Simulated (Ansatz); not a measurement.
**Response to strain in LiH**

The reference is LiH in the rock salt structure (space group Fm-3m, No. 225).

```
CELL_PARAMETERS angstrom
      0.00000     2.00193     2.00193
      2.00193     0.00000     2.00193
      2.00193     2.00193     0.00000
ATOMIC_POSITIONS crystal
  H  0.00000 0.00000 0.00000
  Li 0.50000 0.50000 0.50000
```

Cartesian axes are those of the cell as printed.

Strains are applied to the cell and any free atomic positions relax; under biaxial strain the out-of-plane vector relaxes too.

Method: r2SCAN, PAW, 500 eV (Ansatz, an electronic-structure program; spin-orbit coupling left out), earlier PAW set.

Candidates:
(a) biaxial strain +1.90 %, plane normal [001], relaxed out of plane
(b) strain tensor (xx, yy, zz, yz, xz, xy) = (−1.61, −1.77, +1.41, +0.62, +0.06, −0.91) %
(c) strain tensor (xx, yy, zz, yz, xz, xy) = (+1.62, −0.14, +0.94, −1.84, −0.19, −0.78) %
(d) isotropic strain +3.85 %

Notes on the quantities. energy relative to the base: free energy F.

**Question.** Order them by energy relative to the base, highest first.

**Answer.** (d) isotropic strain +3.85 % (+11 meV/atom), (c) strain tensor (xx, yy, zz, yz, xz, xy) = (+1.62, −0.14, +0.94, −1.84, −0.19, −0.78) % (+2.9 meV/atom), (b) strain tensor (xx, yy, zz, yz, xz, xy) = (−1.61, −1.77, +1.41, +0.62, +0.06, −0.91) % (+2.2 meV/atom), (a) biaxial strain +1.90 %, plane normal [001], relaxed out of plane (+1.6 meV/atom)

Whether these cells are dynamically stable was not tested.
